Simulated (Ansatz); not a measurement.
Inside the gap of an insulator the Bloch states are evanescent, with a wavenumber k + iκ along the transport direction.

Given:

```
CELL_PARAMETERS angstrom
      3.85488     0.00000     0.00000
      0.00000     3.85488     0.00000
      1.92744     1.92744     2.72581
ATOMIC_POSITIONS crystal
  Ga 0.00000 0.00000 0.00000
  P  0.75000 0.25000 0.50000
```

The cell is taken as given.

Transport runs along the normal of the first two printed cell vectors, the (001) plane of the conventional cell.

No gap correction and no spin-orbit coupling; mid-gap is the computed energy nearest the middle.

**Question.** State the band gap and the smallest decay constant κ at mid-gap according to Ansatz (an electronic-structure program) with r2SCAN.

**Answer.** Gap 1.85 eV on a 12×12×12 mesh; κ = 0.137 1/Å, at the zone centre.
